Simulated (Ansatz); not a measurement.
Consider a periodic stack without vacuum, tetragonal MoSi2 (1 0 0) on silicon (1 1 1) (film strained to the substrate, started from cuts of the bulks and a machine-learned relaxation; slabs Si40 and Mo12Si24, which can lie off the formulas): substrate slab Si40, film Mo12Si24, surface cells [[-2, 1], [0, -2]] and [[2, 0], [0, 1]], film strained by -1.7 and +4.1 %, outermost planes Si/Si and MoSi/MoSi as cut, which need not be the usual terminations and can put a slab off its formula. Its start:

```yaml
crystal:
  lattice:
    - [6.69935, 0.00000, 0.01027]
    - [0.00000, 7.73575, 0.03087]
    - [-1.91373, 3.81243, 25.47586]
  atoms:
    - { symbol: Si, position: [0.55950, 0.29673, 0.06832] }
    - { symbol: Si, position: [0.53338, 0.80125, 0.06412] }
    - { symbol: Si, position: [0.03644, 0.04808, 0.06486] }
    - { symbol: Si, position: [0.05813, 0.54877, 0.06785] }
    - { symbol: Si, position: [0.18303, 0.82030, 0.03089] }
    - { symbol: Si, position: [0.21726, 0.31076, 0.03938] }
    - { symbol: Si, position: [0.71597, 0.56495, 0.03900] }
    - { symbol: Si, position: [0.68102, 0.06336, 0.03168] }
    - { symbol: Si, position: [0.91973, 0.73198, 0.19072] }
    - { symbol: Si, position: [0.92306, 0.23058, 0.19142] }
    - { symbol: Si, position: [0.42270, 0.48168, 0.19141] }
    - { symbol: Si, position: [0.42005, 0.98097, 0.19085] }
    - { symbol: Si, position: [0.58119, 0.24663, 0.16107] }
    - { symbol: Si, position: [0.57647, 0.74877, 0.15903] }
    - { symbol: Si, position: [0.07715, 0.99694, 0.15936] }
    - { symbol: Si, position: [0.08105, 0.49786, 0.16075] }
    - { symbol: Si, position: [0.29114, 0.16433, 0.31565] }
    - { symbol: Si, position: [0.29038, 0.66521, 0.31538] }
    - { symbol: Si, position: [0.79133, 0.91495, 0.31529] }
    - { symbol: Si, position: [0.79111, 0.41564, 0.31505] }
    - { symbol: Si, position: [0.94877, 0.68196, 0.28397] }
    - { symbol: Si, position: [0.94968, 0.18088, 0.28445] }
    - { symbol: Si, position: [0.44913, 0.43142, 0.28445] }
    - { symbol: Si, position: [0.44872, 0.93101, 0.28420] }
    - { symbol: Si, position: [0.65550, 0.59999, 0.43892] }
    - { symbol: Si, position: [0.65704, 0.10028, 0.43887] }
    - { symbol: Si, position: [0.15517, 0.34608, 0.43959] }
    - { symbol: Si, position: [0.15546, 0.84466, 0.44113] }
    - { symbol: Si, position: [0.31398, 0.11219, 0.40885] }
    - { symbol: Si, position: [0.31371, 0.61374, 0.40854] }
    - { symbol: Si, position: [0.81572, 0.86511, 0.40847] }
    - { symbol: Si, position: [0.81435, 0.36597, 0.40801] }
    - { symbol: Si, position: [0.01737, 0.00878, 0.56740] }
    - { symbol: Si, position: [0.00495, 0.50679, 0.56496] }
    - { symbol: Si, position: [0.51902, 0.80064, 0.56078] }
    - { symbol: Si, position: [0.51377, 0.28905, 0.56210] }
    - { symbol: Si, position: [0.66938, 0.55577, 0.53260] }
    - { symbol: Si, position: [0.68173, 0.05735, 0.53184] }
    - { symbol: Si, position: [0.17356, 0.28520, 0.53288] }
    - { symbol: Si, position: [0.17265, 0.77448, 0.53910] }
    - { symbol: Mo, position: [0.80008, 0.12034, 0.71031] }
    - { symbol: Mo, position: [0.31336, 0.12114, 0.71026] }
    - { symbol: Si, position: [0.04025, 0.32362, 0.65419] }
    - { symbol: Si, position: [0.54246, 0.31547, 0.65064] }
    - { symbol: Si, position: [0.81865, 0.45771, 0.70634] }
    - { symbol: Si, position: [0.29796, 0.45660, 0.70621] }
    - { symbol: Mo, position: [0.04578, 0.66180, 0.64532] }
    - { symbol: Mo, position: [0.54385, 0.64384, 0.65068] }
    - { symbol: Si, position: [0.80778, 0.78454, 0.70657] }
    - { symbol: Si, position: [0.31002, 0.78592, 0.70685] }
    - { symbol: Si, position: [0.04209, 0.98287, 0.65764] }
    - { symbol: Si, position: [0.53987, 0.97512, 0.65209] }
    - { symbol: Mo, position: [0.84549, 0.05209, 0.83536] }
    - { symbol: Mo, position: [0.33787, 0.05295, 0.83504] }
    - { symbol: Si, position: [0.07423, 0.24954, 0.77450] }
    - { symbol: Si, position: [0.57672, 0.24938, 0.77651] }
    - { symbol: Si, position: [0.84177, 0.38938, 0.83288] }
    - { symbol: Si, position: [0.33797, 0.38953, 0.83349] }
    - { symbol: Mo, position: [0.07450, 0.58760, 0.77271] }
    - { symbol: Mo, position: [0.57139, 0.58454, 0.77293] }
    - { symbol: Si, position: [0.83791, 0.71873, 0.83282] }
    - { symbol: Si, position: [0.34139, 0.71841, 0.83384] }
    - { symbol: Si, position: [0.07494, 0.92189, 0.77292] }
    - { symbol: Si, position: [0.57573, 0.91988, 0.77592] }
    - { symbol: Mo, position: [0.89308, 0.98831, 0.96000] }
    - { symbol: Mo, position: [0.39274, 0.98535, 0.95963] }
    - { symbol: Si, position: [0.12132, 0.18436, 0.90160] }
    - { symbol: Si, position: [0.61686, 0.18006, 0.89900] }
    - { symbol: Si, position: [0.87230, 0.32006, 0.95368] }
    - { symbol: Si, position: [0.35782, 0.32190, 0.95701] }
    - { symbol: Mo, position: [0.09968, 0.52402, 0.89783] }
    - { symbol: Mo, position: [0.60474, 0.51422, 0.89768] }
    - { symbol: Si, position: [0.85996, 0.65626, 0.95776] }
    - { symbol: Si, position: [0.37477, 0.66092, 0.95201] }
    - { symbol: Si, position: [0.11796, 0.85555, 0.89905] }
    - { symbol: Si, position: [0.62323, 0.84995, 0.90131] }
```

The start was prepared with a machine-learned potential, and the result is one local minimum, with the in-plane cell held and forces under 0.04 eV/Å; the film can end far from its bulk form.

Computed with PBE (plane waves to 420 eV, PAW; Ansatz, a quantum-chemistry and plane-wave program). No spin–orbit coupling; the runs are not spin-polarised; PBE gaps are too small against experiment. Its k-point mesh 4×4×1, Fermi–Dirac width 0.05 eV.

### Question
Predict the relaxed interface.

### Answer
| Item | Value |
|---|---|
| interface area | 51.8 Å² |
| period | 25.45 Å |
| heights between the nearest atoms of the two slabs at the two interfaces | 2.00 and 1.80 Å |
| Mo–Si contacts across the interfaces within 1.22 times the sum of covalent radii | 12, mean 2.77 Å |
| Si–Si contacts across the interfaces within 1.22 times the sum of covalent radii | 6, mean 2.42 Å |
